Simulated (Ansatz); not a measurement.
Structures of equal composition on the (110) surface of bcc Mo: one row in 4 of the top plane missing; p(2x2), one Mo site of the top plane empty. The slabs share one bottom face, and each structure is named by its start. These are constructed structures in small cells; real faces may alloy, dewet or reconstruct in larger ones, and not all known structures of the face are among them. Slabs of about 11 Å, Fermi-Dirac smearing of 0.1 eV. Bottom of the slabs: a bare face, its two planes held. Relaxed from the named starts with such symmetry as they have, on meshes of like density; energies extrapolated to zero smearing; spin only where a row says so; no spin-orbit coupling, no U. Brackets mark spin-polarised runs, whose order is one that fits the cell. The cells differ, so small differences also carry the error of unlike k-meshes.

The numbers are results of PBE (plane waves to 420 eV, PAW; Ansatz, an electronic-structure program), not measurements.

Problem. Order them by energy per 1x1 cell (lowest first) at the level PBE.

Solution. one row in 4 of the top plane missing (0.00 eV), p(2x2), one Mo site of the top plane empty (0.18 eV)
